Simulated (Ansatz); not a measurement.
Ansatz (a program for electronic structure), DFT, PBE, plane waves, its default PAW files, spin-polarised: Ni(111) slab of 6 layers, 1x1, atoms displaced (Ni6), unrelaxed, 6 atoms, spin-polarised from a ferromagnetic start (1 μB on Ni). Basis and mesh were picked for this test and aren't claimed converged.

| Quantity | Value |
|---|---|
| cell | 2.49, 2.49, 20.17 Å; 90, 90, 60° |
| distance to the nearest atom | 2.45 to 2.49 Å |
| task | single point |
| k mesh | 10×10×1 |
| hamiltonian.xc | pbe |
| kind of files | paw |
| scf.occupations.method | gaussian |
| scf.occupations.width | 0.1 eV |
| output.forces | true |
| magnetization.spin_polarized | true |
| binding of workers (--pin) | off |
| k-point pools (--kpoint-pools) | 1 |
| memory maximum (--max-ram) | 8GiB |
| accuracy | medium (default) |
| basis.precision | auto (default) |
| basis.xc_grid | 2 (default) |
| scf.eigensolver.kind | auto (default) |
| scf.convergence.dr2_threshold | 1e-07 (default) |
| scf.lower_state_search | light (default) |
| k-points after symmetry (for each spin) | 52 |
| bands at the start | 69 |
| electrons | 108 |
| plane waves at Γ | 2041 |
| cutoff (eV) | 420 |
| FFT grid | 18×18×135 |
| symmetry operations | 1 |

Settings of this run: scf.mixing.algorithm = auto, scf.mixing.preconditioner = kerker_dos, scf.algorithm = auto; 4 threads.

| iteration | dr2 (eV) | Hψ |
|---|---|---|
| 1 | 4.27e0 | 29499 |
| 2 | 5.21e0 | 9029 |
| 3 | 6.84e0 | 7220 |
| 4 | 6.00e0 | 7961 |
| 5 | 7.02e0 | 8594 |
| 6 | 3.52e0 | 8232 |
| 7 | 8.06e-1 | 8606 |
| 8 | 4.91e-1 | 9989 |
| 9 | 8.18e-1 | 10708 |
| 10 | 5.17e-1 | 11245 |
| 11 | 3.31e-1 | 7979 |
| 12 | 2.91e-1 | 7899 |
| 13 | 1.68e-1 | 7701 |
| 14 | 1.93e-1 | 9123 |
| … | … | … |
| 33 | 1.74e-4 | 8781 |
| 34 | 1.33e-4 | 9921 |
| 35 | 4.27e-5 | 8551 |
| 36 | 6.14e-5 | 10181 |
| 37 | 8.68e-5 | 10445 |
| 38 | 6.52e-5 | 10556 |
| 39 | 2.95e-5 | 10128 |
| 40 | 4.25e-5 | 10869 |
| … | … | … |
| 57 | 1.34e-7 | 7684 |
| 58 | 1.01e-7 | 7389 |
| 59 | 1.34e-7 | 7530 |
| 60 | 1.07e-7 | 8166 |
| 61 | 2.90e-7 | 7307 |
| 62 | 3.26e-7 | 7448 |
| 63 | 5.66e-7 | 7510 |
| 64 | 9.55e-8 | 22508 |

It converged after 64 SCF iterations (all cycles of the run, searches included).

Problem. The cycle is slow. Which setting should be changed?

Solution. One answer among several that fit: scf.mixing.preconditioner = auto (default) (16 SCF iterations (all cycles of the run, searches included)) or scf.mixing.preconditioner = ldos (16 SCF iterations (all cycles of the run, searches included)), all else kept. The other changes of this size gave: scf.mixing.preconditioner = local_kerker (27); scf.mixing.preconditioner = none (32); scf.mixing.preconditioner = kerker (47). The first change moves the result by: energy under 0.001 meV/atom, forces (largest component) 0.11 meV/Å, magnetization under 0.001 μB/atom, absolute magnetization under 0.001 μB/atom. Counts are of single runs.

Keys are those of Ansatz 0.2.
